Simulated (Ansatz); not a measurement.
The starting structures come from a database of crystals and need not be the phases stable at ambient conditions.

Consider the following.

```
CELL_PARAMETERS angstrom
      5.27086     0.00000     0.00000
      0.00000     7.10096     0.00000
      0.00000     2.84268     6.50714
ATOMIC_POSITIONS crystal
  Mg 0.75000 0.90067 0.29185
  Mg 0.25000 0.09933 0.70815
  Mg 0.25000 0.70815 0.09933
  Mg 0.75000 0.29185 0.90067
  Bi 0.25000 0.59831 0.59831
  Bi 0.75000 0.40169 0.40169
  P  0.75000 0.80242 0.80242
  P  0.25000 0.19758 0.19758
  O  0.00000 0.32813 0.67187
  O  0.00000 0.67187 0.32813
  O  0.50000 0.67187 0.32813
  O  0.50000 0.32813 0.67187
  O  0.49231 0.12361 0.12361
  O  0.50769 0.87639 0.87639
  O  0.99231 0.87639 0.87639
  O  0.00769 0.12361 0.12361
  O  0.75000 0.89318 0.56906
  O  0.25000 0.10682 0.43094
  O  0.25000 0.43094 0.10682
  O  0.75000 0.56906 0.89318
```

Space group of this cell: Cmcm. The cell is taken as given; by PBEsol its mean pressure is 2.4 GPa.

Transport runs along the normal of the first two printed cell vectors.

No gap correction and no spin-orbit coupling; mid-gap values are interpolated between computed energies.

Task: Predict the band gap and the smallest decay constant κ at mid-gap from PBEsol in Ansatz (an electronic-structure program).

Result: Gap 3.67 eV on a 6×6×6 mesh; κ = 0.407 1/Å, at (0.000, 0.250) of the in-plane reciprocal vectors. At the zone centre, at the nearest computed energy, the slowest state has κ = 0.42 1/Å.
